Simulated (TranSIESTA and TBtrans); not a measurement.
Run with TranSIESTA and TBtrans (open boundaries, self-consistent; PseudoDojo norm-conserving potentials, scalar-relativistic): PAO.BasisSize DZP, PAO.EnergyShift 0.15 eV, XC.Authors PBE, Mesh.Cutoff 150 Ry, ElectronicTemperature 300 K, TS.Voltage 0.0 eV, TBT.Elecs.Eta 0.001 eV, no spin polarisation.

Device: butadiene-1,4-diyl held by thiolate S between two Cu chains. Leads: straight Cu chain, spacing 2.3 Å. Geometry: 12 atoms about the centre moved by SIESTA (PBE, SZP) to a largest force of 0.06 eV/Å, all others as built. Transport runs along z; the first 6 and the last 6 of the 28 atoms are the lead cells, repeated to infinity.

```xyz
28
Lattice="11.278 0.000 0.000 0.000 11.278 0.000 0.000 0.000 47.452" Properties=species:S:1:pos:R:3 pbc="F F T"
Cu     5.639     5.639     0.000
Cu     5.639     5.639     2.300
Cu     5.639     5.639     4.600
Cu     5.639     5.639     6.900
Cu     5.639     5.639     9.200
Cu     5.639     5.639    11.500
Cu     5.639     5.639    13.800
Cu     5.639     5.639    16.100
Cu     5.664     5.603    18.334
S      6.992     4.500    19.504
C      6.679     5.516    20.958
C      5.716     5.240    21.966
C      5.564     6.038    23.188
C      4.598     5.764    24.193
S      4.279     6.784    25.644
H      7.394     6.414    21.200
H      5.011     4.327    21.819
H      6.267     6.952    23.334
H      3.885     4.864    23.952
Cu     5.619     5.672    26.790
Cu     5.639     5.639    29.052
Cu     5.639     5.639    31.352
Cu     5.639     5.639    33.652
Cu     5.639     5.639    35.952
Cu     5.639     5.639    38.252
Cu     5.639     5.639    40.552
Cu     5.639     5.639    42.852
Cu     5.639     5.639    45.152
```

Question: Give the largest eigenchannel transmissions at the Fermi level (four at most) and the total.

Answer: 0.91; total 0.91. The leads' channel count changes near -0.01 eV, within the thermal window, so values at the Fermi level hang on where that band edge falls. The leads are straight chains one atom wide, held at their spacing: model electrodes, not surfaces. Semilocal functionals put molecular levels too close to the Fermi level and tend to overestimate such conductances.
